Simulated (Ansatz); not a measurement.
BN (model structure, P6₂22, No. 180, 6 atoms in the cell) was calculated with LDA (Ansatz, a quantum-chemistry and plane-wave program, PAW).

Input file:

Ansatz 0.2 input:
```yaml
crystal:
  lattice:
    - [2.5783967663, 0.0, 0.0]
    - [-1.2891983831, 2.2329571006, 0.0]
    - [0.0, 0.0, 5.7563542917]
  atoms:
    - { symbol: B, position: [0.5000006497, 0.0, 0.6666666667] }
    - { symbol: B, position: [0.0, 0.5000006497, 0.3333333333] }
    - { symbol: B, position: [0.4999993503, 0.4999993503, 0.0] }
    - { symbol: N, position: [0.4999987975, 0.0, 0.1666666667] }
    - { symbol: N, position: [0.0, 0.4999987975, 0.8333333333] }
    - { symbol: N, position: [0.5000012025, 0.5000012025, 0.5] }
basis:
  ecutwfc: 520
  ecutrho_ratio: 4
  xc_grid: 2
kpoints:
  mp_grid: { grid: [18, 18, 6] }
  band_path:
    path:
      - [0.0, 0.0, 0.0]
      - [0.035714, 0.0, 0.0]
      - [0.071429, 0.0, 0.0]
      - [0.107143, 0.0, 0.0]
      - [0.142857, 0.0, 0.0]
      - [0.178571, 0.0, 0.0]
      - [0.214286, 0.0, 0.0]
      - [0.25, 0.0, 0.0]
      - [0.285714, 0.0, 0.0]
      - [0.321429, 0.0, 0.0]
      - [0.357143, 0.0, 0.0]
      - [0.392857, 0.0, 0.0]
      - [0.428571, 0.0, 0.0]
      - [0.464286, 0.0, 0.0]
      - [0.5, 0.0, 0.0]
      - [0.479167, 0.041667, 0.0]
      - [0.458333, 0.083333, 0.0]
      - [0.4375, 0.125, 0.0]
      - [0.416667, 0.166667, 0.0]
      - [0.395833, 0.208333, 0.0]
      - [0.375, 0.25, 0.0]
      - [0.354167, 0.291667, 0.0]
      - [0.333333, 0.333333, 0.0]
      - [0.313725, 0.313725, 0.0]
      - [0.294118, 0.294118, 0.0]
      - [0.27451, 0.27451, 0.0]
      - [0.254902, 0.254902, 0.0]
      - [0.235294, 0.235294, 0.0]
      - [0.215686, 0.215686, 0.0]
      - [0.196078, 0.196078, 0.0]
      - [0.176471, 0.176471, 0.0]
      - [0.156863, 0.156863, 0.0]
      - [0.137255, 0.137255, 0.0]
      - [0.117647, 0.117647, 0.0]
      - [0.098039, 0.098039, 0.0]
      - [0.078431, 0.078431, 0.0]
      - [0.058824, 0.058824, 0.0]
      - [0.039216, 0.039216, 0.0]
      - [0.019608, 0.019608, 0.0]
      - [0.0, 0.0, 0.1]
      - [0.0, 0.0, 0.2]
      - [0.0, 0.0, 0.3]
      - [0.0, 0.0, 0.4]
      - [0.0, 0.0, 0.5]
      - [0.035714, 0.0, 0.5]
      - [0.071429, 0.0, 0.5]
      - [0.107143, 0.0, 0.5]
      - [0.142857, 0.0, 0.5]
      - [0.178571, 0.0, 0.5]
      - [0.214286, 0.0, 0.5]
      - [0.25, 0.0, 0.5]
      - [0.285714, 0.0, 0.5]
      - [0.321429, 0.0, 0.5]
      - [0.357143, 0.0, 0.5]
      - [0.392857, 0.0, 0.5]
      - [0.428571, 0.0, 0.5]
      - [0.464286, 0.0, 0.5]
      - [0.5, 0.0, 0.5]
      - [0.479167, 0.041667, 0.5]
      - [0.458333, 0.083333, 0.5]
      - [0.4375, 0.125, 0.5]
      - [0.416667, 0.166667, 0.5]
      - [0.395833, 0.208333, 0.5]
      - [0.375, 0.25, 0.5]
      - [0.354167, 0.291667, 0.5]
      - [0.333333, 0.333333, 0.5]
      - [0.313725, 0.313725, 0.5]
      - [0.294118, 0.294118, 0.5]
      - [0.27451, 0.27451, 0.5]
      - [0.254902, 0.254902, 0.5]
      - [0.235294, 0.235294, 0.5]
      - [0.215686, 0.215686, 0.5]
      - [0.196078, 0.196078, 0.5]
      - [0.176471, 0.176471, 0.5]
      - [0.156863, 0.156863, 0.5]
      - [0.137255, 0.137255, 0.5]
      - [0.117647, 0.117647, 0.5]
      - [0.098039, 0.098039, 0.5]
      - [0.078431, 0.078431, 0.5]
      - [0.058824, 0.058824, 0.5]
      - [0.039216, 0.039216, 0.5]
      - [0.019608, 0.019608, 0.5]
      - [0.5, 0.0, 0.4]
      - [0.5, 0.0, 0.3]
      - [0.5, 0.0, 0.2]
      - [0.5, 0.0, 0.1]
      - [0.333333, 0.333333, 0.4]
      - [0.333333, 0.333333, 0.3]
      - [0.333333, 0.333333, 0.2]
      - [0.333333, 0.333333, 0.1]
    npoints: 1
hamiltonian:
  xc: lda
  dispersion: none
  pseudopotentials: { kind: paw }
scf:
  occupations: { method: fermi_dirac, width: 0.01 }
  convergence: { dr2_threshold: 0.0000000006 }
output:
  forces: true
  stress: true
  eigenvalues: true
  write_bands: true
```

Excerpt of the program's output:

```
WARN the atoms were moved onto the symmetric positions of the space group found under crystal.symmetry.tolerance 1.0e-5 (fractional …
Crystal: 6 atoms, lattice volume = 33.142 Å³
Basis set: ecut = 520 eV, 897 PW (Γ), exchange–correlation on 40×40×90 points (8 copies of the dense FFT grid, shifted against one another)
Bands: 18, of which v1, the nominal top of the filled ones, is band 12 counted from 1 (11 counted from 0)
Symmetry: 12 space group operations
Space group: P6222 (ITA 180), of the structure as read, at distance tolerance 3.2e-5 Å
k-points: 148 of 1944 (time reversal used)
Functional: x = slater, c = lda
SCF iter   1: F=—  HF=-1573.900856 eV  |F-HF|=—  |Δ(HF+E_count)|=         —  Δρ=1.71e-2  dr2=6.56e-2
SCF iter   2: F=—  HF=-1573.883398 eV  |F-HF|=—  |Δ(HF+E_count)|=   1.75e-2  Δρ=5.63e-3  dr2=3.90e-3
  ...
SCF iter   5: F=—  HF=-1573.882228 eV  |F-HF|=—  |Δ(HF+E_count)|=   6.18e-8  Δρ=1.05e-5  dr2=2.13e-8
SCF iter   6: F=-1573.882228 eV  HF=-1573.882228 eV  |F-HF|=1.45e-10  |Δ(HF+E_count)|=   2.34e-9  Δρ=1.23e-6  dr2=2.51e-10
SCF 1 converged in 6 iterations: F = -1573.882228 eV  dr2 = 2.51e-10
SCF converged after 6 iterations
Free energy (F): -1573.882228 eV
Internal energy: -1573.882228 eV  (E = F + TS)
E sigma→0 (E₀):  -1573.882228 eV
Fermi energy:    14.715983 eV
--- Stress (GPa, compression-positive) ---
       -0.002098      -0.000000       0.000000
       -0.000000      -0.002098      -0.000000
        0.000000      -0.000000       0.000040
  P = ⅓ Tr σ = -0.0014 GPa (-0.014 kbar)
```

The PAW data were made under PBE.

Note: the relaxation could raise the start's symmetry but not lower it, so the cell can be a saddle point.

A model structure was made by putting elements into a prototype or built by hand; it is no filed structure, need not be a known phase, and can be a saddle point held by its symmetry.
